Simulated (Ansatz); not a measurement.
Cost and result by functional for the surface energy of the (21-31) surface of hcp Ti in its 1x1 cell, outermost plane spacing 0.16 Å in the ideal cut, in Ansatz (plane waves, PAW). Single points on the PBE structure, on one kind of machine; costs are rough ratios of the slab run's core time (references not counted) to the cheapest single point. r2SCAN's cost holds its higher cutoff (500 against 420 eV). Differences are taken against r2SCAN for comparison alone: no measured value is at hand, so the table doesn't rank accuracy.

Model: 24-atom slab, 10.5 Å thick at the start, 7x6x1 mesh, Fermi-Dirac 0.1 eV, dipole correction, all atoms relaxed; symmetry of the start imposed; no spin, no spin-orbit, no U. These notes are the PBE run's.

| functional | relative cost | surface energy (J/m²) | less r2SCAN (J/m²) |
|---|---|---|---|
| RPBE | 1 | 1.83 | -0.32 |
| PBEsol | 1 | 2.17 | 0.03 |
| LDA | 1 | 2.26 | 0.11 |
| r2SCAN | 2 | 2.15 | 0.00 |
| PBE (the relaxed run's value) | – | 1.98 | -0.17 |

The values span 0.42 J/m², while the single points' costs differ by a factor of roughly 2. Differences are of unrounded values.

Ansatz is a program for electronic structure.
